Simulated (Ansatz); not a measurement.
Start from Au in the hcp (Mg type) structure (space group P6_3/mmc, No. 194; a = 2.8617 Å, c = 4.8024 Å; relaxed with 0.1 eV smearing). Axes: x lies along a and z along c of the hexagonal cell.

Perturbation: biaxial strain +4.59 %, plane normal [001], relaxed out of plane (Cartesian); in-plane vectors clamped, the third vector and the atoms free.

Levels (all Ansatz, an electronic-structure program, PAW): PBEsol (420 eV, scalar-relativistic without spin-orbit coupling); PBEsol+SOC (420 eV, with spin-orbit coupling).

The geometry is relaxed with PBEsol.

```
Item               Result
---------------  --------
PBEsol pressure  -4.5 GPa
```

Task: What does PBEsol+SOC give at this geometry for the pressure?

Result: The pressure decreases by 1.5 GPa (-4.5 GPa → -6.0 GPa).

Single points use the geometry relaxed with PBEsol. Differences between runs with and without spin-orbit coupling are approximate. Stability against distortions was not tested. The base started in Cmcm and relaxed to P6_3/mmc at this level. This is not the structure that Au has at room temperature and ambient pressure.
